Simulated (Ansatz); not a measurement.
Cells marked so need not be the phases stable at ambient conditions, and some may be hypothetical.

 Where the default PAW files enter, the runs use the earlier of Ansatz's two default sets.

The gap is the functional's own, uncorrected, and κ follows it; spin-orbit coupling is left out. Mid-gap values are interpolated between the computed energies.

A. Bi2Te3 (R-3m, 5 atoms a cell, 33.7 Å³ an atom, 2 GPa at this level), along the normal of (101)
B. Ba2TaBiO6 (Fm-3m, not sure to be the ambient phase, 10 atoms a cell, 16.4 Å³ an atom, -4 GPa at this level), along the normal of (001)
C. LiScF4 (I4_1/a, not sure to be the ambient phase, 12 atoms a cell, 10.8 Å³ an atom, -5 GPa at this level), along the normal of (001)

Order them by mid-gap decay constant of the slowest evanescent state (highest first) at the level r2SCAN (Ansatz, a quantum-chemistry and plane-wave program).

C (0.59 1/Å), B (0.22 1/Å), A (0.04 1/Å)
